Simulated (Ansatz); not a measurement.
Start from KBr in the rock salt structure (space group Fm-3m, No. 225; a = 6.5491 Å).

Calculations: PBEsol (Ansatz, a first-principles code, PAW, spin-orbit coupling left out).

Strains are applied to the cell and any free atomic positions relax.

One change was made to it. Results:

```csv
quantity,base,after
gap character,direct at Γ,direct at Γ
electron mass,0.37 mₑ (at Γ),0.37 mₑ (at Γ)
energy relative to the base (free energy F),0 meV/atom,+0.3 meV/atom
```

Problem. Which change produced these results?
A) isotropic strain +0.50 %
B) isotropic strain +1.50 %
C) isotropic strain +3.00 %

Solution. A, isotropic strain +0.50 %. For comparison, the electron mass in the other runs: isotropic strain +1.50 % gives 0.38 mₑ (at Γ); isotropic strain +3.00 % gives 0.39 mₑ (at Γ).

Masses are band curvatures over ±0.01 Å⁻¹ around the edge. Whether these cells are dynamically stable was not tested.
